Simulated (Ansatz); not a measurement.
Start from AlRu in the CsCl type structure (space group Pm-3m, No. 221; a = 2.9832 Å; relaxed with 0.1 eV smearing). Axes: x, y, z lie along the cube axes.

The values are results of r2SCAN (Ansatz, a program for electronic structure), spin-orbit coupling left out, not measurements.

Strains are applied to the cell and any free atomic positions relax; under stress the whole cell relaxes.

One change was made to it. Results:

The shortest interatomic distance increases by 0.74 pm to 259.1 pm; the energy increases by 4.4 meV/atom.

**Question.** Which change produced these results?
A) uniaxial stress, 5 GPa tension along z
B) isotropic strain +0.75 %
C) strain tensor (xx, yy, zz, yz, xz, xy) = (−0.81, −0.59, +0.31, +0.29, +0.29, −0.08) %

**Answer.** A, uniaxial stress, 5 GPa tension along z. For comparison, the shortest interatomic distance in the other runs: isotropic strain +0.75 % gives 260.3 pm; strain tensor (xx, yy, zz, yz, xz, xy) = (−0.81, −0.59, +0.31, +0.29, +0.29, −0.08) % gives 256.3 pm.

Beyond what the load breaks, stability against distortions was not tested. All final runs are without spin polarisation.
